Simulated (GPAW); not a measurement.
**A self-consistent single point of MnI2 (P-3m1, 3 atoms in the cell) with GPAW**

Computed with PBEsol, GPAW PAW datasets PBEsol (made by gpaw-setup) (plane waves; GPAW).

Input as run:

```python
from ase import Atoms
from ase.units import GPa
from gpaw import GPAW, PW, FermiDirac

atoms = Atoms(['Mn', 'I', 'I'],
              cell=[[4.168580, 0.000000, 0.000000],
                    [-2.084290, 3.610096, 0.000000],
                    [0.000000, 0.000000, 7.146200]],
              positions=[[0.000000, 0.000000, 0.000000],
                         [-0.000002, 2.406732, 1.649986],
                         [2.084292, 1.203364, 5.496214]],
              pbc=True)

atoms.set_initial_magnetic_moments([4.0, 0.0, 0.0])

calc = GPAW(spinpol=True,
            mode=PW(850),
            xc='PBEsol',
            kpts=(5, 5, 3),
            occupations=FermiDirac(0.05),
            nbands=-4,
            convergence={'forces': 0.001, 'bands': -2},
            symmetry={'symmorphic': False, 'tolerance': 0.0005},
            maxiter=120,
            txt='-')

atoms.calc = calc

energy = atoms.get_potential_energy()
print('Energy (eV):', round(energy, 6))
forces = atoms.get_forces()
print('Forces (eV/Ang):')
print(forces.round(5))
stress = atoms.get_stress()
print('Stress (GPa, Voigt):', (stress / GPa).round(4))
```

Log, with long lists cut:

```
Input parameters:
  convergence: {bands: -2,
                forces: 0.001}
  kpts: [5 5 3]
  maxiter: 120
  mode: {ecut: 850.0,
         name: pw}
  nbands: -4
  occupations: {fixmagmom: False,
                name: fermi-dirac,
                width: 0.05}
  spinpol: True
  symmetry: {symmorphic: False,
             tolerance: 0.0005}
  xc: PBEsol

species:
  Mn:
    name: Manganese
    Z: 25.0
    valence: 15
    core: 10
    charge: 0.0
    file: Mn.PBEsol.gz

    # Using partial waves for Mn as LCAO basis

  I:
    name: Iodine
    Z: 53.0
    valence: 7
    core: 46
    charge: 0.0
    file: I.PBEsol.gz

    # Using partial waves for I as LCAO basis

Reference energy: -418403.313245  # eV

Spin-polarized calculation.
Initial magnetic moment: 4.000000

Convergence criteria:
 Maximum [total energy] change in last 3 cyles: 0.0005 eV / valence electron
 Maximum integral of absolute [dens]ity change: 0.0001 electrons / valence electron
 Maximum integral of absolute [eigenst]ate change: 4e-08 eV^2 / valence electron
 Maximum change in the atomic [forces] across last 2 cycles: 0.001 eV/Ang OR
Maximum error relative to the maximum force is below inf
 Maximum number of scf [iter]ations: 120

Symmetries present (total): 12
Symmetries with fractional translations: 0
75 k-points: 5 x 5 x 3 Monkhorst-Pack grid
12 k-points in the irreducible part of the Brillouin zone
       k-points in crystal coordinates                weights
   0:     0.00000000    0.00000000    0.00000000          1/75
   1:     0.00000000    0.00000000    0.33333333          2/75
   2:     0.20000000    0.00000000   -0.33333333          6/75
   [... 7 lines left out ...]
          ...
  11:     0.40000000    0.40000000    0.33333333         12/75

Wave functions: Plane wave expansion
  Cutoff energy: 850.000 eV
  Number of coefficients (min, max): 6022, 6062
  Pulay-stress correction: 0.000000 eV/Ang^3 (de/decut=0.000000)

Occupation numbers: Fermi-Dirac:
  width: 0.0500  # eV

Eigensolver

Densities:
  Coarse grid: 30*30*49 grid
  Fine grid: 60*60*98 grid
  Total Charge: 0.000000

Density mixing:
  Method: difference
  Backend: pulay
  Linear mixing parameter: 0.05
  old densities: 5
  Damping of long wavelength oscillations: 50

Hamiltonian:
  XC and Coulomb potentials evaluated on a 60*60*98 grid
  External potential:
    NoExternalPotential

XC parameters: PBEsol with 2 nearest neighbor stencil

Number of atoms: 3
Number of atomic orbitals: 21
Number of bands in calculation: 20
Number of valence electrons: 29
Bands to converge: 18

Density initialized from atomic densities
  20 bands from LCAO basis set

Atomic positions and initial magnetic moments

Positions:
   0 Mn     0.000000    0.000000    0.000000    ( 0.0000,  0.0000,  4.0000)
   1 I     -0.000002    2.406732    1.649986    ( 0.0000,  0.0000,  0.0000)
   2 I      2.084292    1.203364    5.496214    ( 0.0000,  0.0000,  0.0000)

Unit cell:
           periodic     x           y           z      points  spacing
  1. axis:    yes    4.168580    0.000000    0.000000    30     0.1203
  2. axis:    yes   -2.084290    3.610096    0.000000    30     0.1203
  3. axis:    yes    0.000000    0.000000    7.146200    49     0.1458

  Lengths:   4.168580   4.168580   7.146200
  Angles:   90.000000  90.000000 120.000001

Effective grid spacing dv^(1/3) = 0.1346

     iter     time        total  log10-change:         magmom
                         energy   eigst   dens  force
iter:   1 --:--:--   -14.711580   +0.33                  +4.0023
iter:   2 --:--:--   -14.803350   -0.52  -1.50           +4.6924
iter:   3 --:--:--   -14.797051   -1.17  -1.52           +4.9690
iter:   4 --:--:--   -14.765089   -1.19  -1.54           +4.9851
iter:   5 --:--:--   -14.818550   -1.54  -1.89           +4.9894
iter:   6 --:--:--   -14.785317   -2.39  -2.25           +4.9932
iter:   7 --:--:--   -14.776464   -1.83  -2.32           +4.9993
iter:   8 --:--:--   -14.774578c  -3.26  -2.75           +4.9996
iter:   9 --:--:--   -14.773913c  -3.24  -2.85           +4.9999
iter:  10 --:--:--   -14.774134c  -3.57  -2.99           +4.9999
iter:  11 --:--:--   -14.773663c  -3.88  -3.29           +5.0000
iter:  12 --:--:--   -14.773694c  -5.10  -3.50           +4.9999
iter:  13 --:--:--   -14.773870c  -4.12  -3.55           +5.0000
iter:  14 --:--:--   -14.773758c  -4.62  -3.63           +5.0000
iter:  15 --:--:--   -14.773770c  -4.69  -4.11c          +5.0000
iter:  16 --:--:--   -14.773749c  -5.18  -3.92           +5.0000
iter:  17 --:--:--   -14.773753c  -5.35  -4.12c          +5.0000
iter:  18 --:--:--   -14.773777c  -5.01  -4.17c          +5.0000
iter:  19 --:--:--   -14.773757c  -5.13  -4.01c          +5.0000
iter:  20 --:--:--   -14.773758c  -6.56  -4.65c          +5.0000
iter:  21 --:--:--   -14.773759c  -7.30  -4.69c          +5.0000
iter:  22 --:--:--   -14.773759c  -6.71  -4.80c          +5.0000
iter:  23 --:--:--   -14.773758c  -7.52c -4.86c          +5.0000
iter:  24 --:--:--   -14.773758c  -7.34  -5.04c          +5.0000
iter:  25 --:--:--   -14.773758c  -7.20  -5.07c          +5.0000
iter:  26 --:--:--   -14.773758c  -8.05c -5.22c -2.81    +5.0000
iter:  27 --:--:--   -14.773758c  -7.60c -5.27c -3.74c   +5.0000

Converged after 27 iterations.

Dipole moment: (-0.000000, -0.000000, -0.000000) |e|*Ang

Total magnetic moment: (0.000000, 0.000000, 4.999997)
Local magnetic moments:
   0 Mn ( 0.000000,  0.000000,  4.272223)
   1 I  ( 0.000000,  0.000000,  0.078251)
   2 I  ( 0.000000,  0.000000,  0.078251)

Energy contributions relative to reference atoms: (reference = -418403.313245)

Kinetic:        +17.124547
Potential:      -14.872878
External:        +0.000000
XC:             -17.113348
Entropy (-ST):   -0.000002
Local:           +0.087922
SIC:             +0.000000
--------------------------
Free energy:    -14.773759
Extrapolated:   -14.773758

Spin contamination: 0.000246 electrons
Showing only first 2 kpts
                      Up                     Down
 Kpt  Band  Eigenvalues  Occupancy  Eigenvalues  Occupancy
  0    12      1.92150    1.00000      4.37583    0.00000
  0    13      1.97186    1.00000      4.37753    0.00000
  0    14      1.97187    1.00000      4.48620    0.00000
  0    15      2.92206    0.99999      5.38367    0.00000

  1    12      1.16109    1.00000      4.37348    0.00000
  1    13      1.92779    1.00000      4.37517    0.00000
  1    14      1.92780    1.00000      4.50937    0.00000
  1    15      2.97403    0.99998      5.42972    0.00000

Fermi level: 3.52201

Gap: 1.144 eV
Transition (v -> c):
  (s=0, k=1, n=16, [0.00, 0.00, 0.33]) -> (s=1, k=7, n=12, [0.40, 0.00, -0.33])
Direct/indirect transitions are different
Direct gap: 1.282 eV
Transition at: (s=0->1, k=8, n=16, [0.40, 0.00, 0.00])
Energy (eV): -14.773758

Forces in eV/Ang:
  0 Mn   -0.00000    0.00000    0.00000
  1 I    -0.00000   -0.00000   -0.23033
  2 I     0.00000    0.00000    0.23033

Stress tensor:
     0.011458    -0.000000     0.000000
    -0.000000     0.011458     0.000000
     0.000000     0.000000     0.008405
Stress (GPa, Voigt): [ 1.8357  1.8357  1.3467  0.      0.     -0.    ]
```

The run converged in 27 iterations. GPAW prints stress with tension positive.

The starting cell comes from a database of computed structures (which also holds hypothetical and non-ambient phases and stackings), without a prior relaxation at this level. Spin-orbit coupling is off. With one magnetic atom in the cell only a parallel order is possible.

Cost on one core of a shared machine: roughly 70 s.
